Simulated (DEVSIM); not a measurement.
Structure: GaAs p-n junction from an implanted or diffused profile, at 300 K.

| layer (left to right) | material | thickness (μm) | Nd (cm⁻³) | τn (s) | τp (s) |
|---|---|---|---|---|---|
| 1 | GaAs | 7.20 | 4.1e15 | 6.8e-10 | 6.8e-10 |

Added acceptor profile: 9.2e17 cm⁻³ × exp(−(x − 0.11 μm)²/(2·(0.72 μm)²)). Left contact: ohmic. Right contact: ohmic. Voltage is applied to the left contact. Recombination: SRH at mid-gap, radiative, Auger. Mobility is constant in doping.

The device is made up for the run: typed textbook-type constants, with dimensions and the other settings drawn at random. Values at 300 K.

```csv
parameter,GaAs
gap (eV),1.424
affinity (eV),4.07
permittivity,12.9
Nc (cm⁻³),4.7e17
Nv (cm⁻³),9e18
μn (cm²/Vs),8500
μp (cm²/Vs),400
B (cm³/s),2e-10
Cn (cm⁶/s),1e-30
Cp (cm⁶/s),1e-30
```

DEVSIM, 1D drift-diffusion, Boltzmann statistics, complete ionisation; no tunnelling, impact ionisation, image-force lowering or self-heating.

Task: Tabulate band edges, carrier densities and field at zero bias.

Result: Energies count from the Fermi level of the right contact; mesh points crowd at the junctions.

```json
[
 {"x (μm)": "0.000", "Ec (eV)": "1.365", "Ev (eV)": "-0.059", "n (cm⁻³)": "< 1e2", "p (cm⁻³)": "9.1e17", "field (V/cm)": "53"},
 {"x (μm)": "0.01779", "Ec (eV)": "1.365", "Ev (eV)": "-0.059", "n (cm⁻³)": "< 1e2", "p (cm⁻³)": "9.1e17", "field (V/cm)": "46"},
 {"x (μm)": "0.04317", "Ec (eV)": "1.365", "Ev (eV)": "-0.059", "n (cm⁻³)": "< 1e2", "p (cm⁻³)": "9.1e17", "field (V/cm)": "33"},
 {"x (μm)": "0.07935", "Ec (eV)": "1.365", "Ev (eV)": "-0.059", "n (cm⁻³)": "< 1e2", "p (cm⁻³)": "9.2e17", "field (V/cm)": "15"},
 {"x (μm)": "0.1573", "Ec (eV)": "1.365", "Ev (eV)": "-0.059", "n (cm⁻³)": "< 1e2", "p (cm⁻³)": "9.1e17", "field (V/cm)": "-24"},
 {"x (μm)": "0.2421", "Ec (eV)": "1.365", "Ev (eV)": "-0.060", "n (cm⁻³)": "< 1e2", "p (cm⁻³)": "9.0e17", "field (V/cm)": "-66"},
 {"x (μm)": "0.3630", "Ec (eV)": "1.363", "Ev (eV)": "-0.061", "n (cm⁻³)": "< 1e2", "p (cm⁻³)": "8.6e17", "field (V/cm)": "-130"},
 {"x (μm)": "0.6080", "Ec (eV)": "1.359", "Ev (eV)": "-0.065", "n (cm⁻³)": "< 1e2", "p (cm⁻³)": "7.2e17", "field (V/cm)": "-250"},
 {"x (μm)": "0.8848", "Ec (eV)": "1.350", "Ev (eV)": "-0.074", "n (cm⁻³)": "< 1e2", "p (cm⁻³)": "5.1e17", "field (V/cm)": "-390"},
 {"x (μm)": "1.248", "Ec (eV)": "1.332", "Ev (eV)": "-0.092", "n (cm⁻³)": "< 1e2", "p (cm⁻³)": "2.6e17", "field (V/cm)": "-580"},
 {"x (μm)": "1.680", "Ec (eV)": "1.302", "Ev (eV)": "-0.122", "n (cm⁻³)": "< 1e2", "p (cm⁻³)": "8.1e16", "field (V/cm)": "-820"},
 {"x (μm)": "2.270", "Ec (eV)": "1.161", "Ev (eV)": "-0.263", "n (cm⁻³)": "< 1e2", "p (cm⁻³)": "3.4e14", "field (V/cm)": "-12000"},
 {"x (μm)": "2.702", "Ec (eV)": "0.395", "Ev (eV)": "-1.029", "n (cm⁻³)": "1.1e11", "p (cm⁻³)": "< 1e2", "field (V/cm)": "-15000"},
 {"x (μm)": "3.134", "Ec (eV)": "0.126", "Ev (eV)": "-1.298", "n (cm⁻³)": "3.5e15", "p (cm⁻³)": "< 1e2", "field (V/cm)": "-470"},
 {"x (μm)": "4.604", "Ec (eV)": "0.123", "Ev (eV)": "-1.301", "n (cm⁻³)": "4.1e15", "p (cm⁻³)": "< 1e2", "field (V/cm)": "≈ 0"},
 {"x (μm)": "5.798", "Ec (eV)": "0.123", "Ev (eV)": "-1.301", "n (cm⁻³)": "4.1e15", "p (cm⁻³)": "< 1e2", "field (V/cm)": "≈ 0"},
 {"x (μm)": "6.448", "Ec (eV)": "0.123", "Ev (eV)": "-1.301", "n (cm⁻³)": "4.1e15", "p (cm⁻³)": "< 1e2", "field (V/cm)": "≈ 0"},
 {"x (μm)": "6.801", "Ec (eV)": "0.123", "Ev (eV)": "-1.301", "n (cm⁻³)": "4.1e15", "p (cm⁻³)": "< 1e2", "field (V/cm)": "≈ 0"},
 {"x (μm)": "7.044", "Ec (eV)": "0.123", "Ev (eV)": "-1.301", "n (cm⁻³)": "4.1e15", "p (cm⁻³)": "< 1e2", "field (V/cm)": "≈ 0"},
 {"x (μm)": "7.126", "Ec (eV)": "0.123", "Ev (eV)": "-1.301", "n (cm⁻³)": "4.1e15", "p (cm⁻³)": "< 1e2", "field (V/cm)": "≈ 0"},
 {"x (μm)": "7.171", "Ec (eV)": "0.123", "Ev (eV)": "-1.301", "n (cm⁻³)": "4.1e15", "p (cm⁻³)": "< 1e2", "field (V/cm)": "≈ 0"},
 {"x (μm)": "7.200", "Ec (eV)": "0.123", "Ev (eV)": "-1.301", "n (cm⁻³)": "4.1e15", "p (cm⁻³)": "< 1e2", "field (V/cm)": "≈ 0"}
]
```
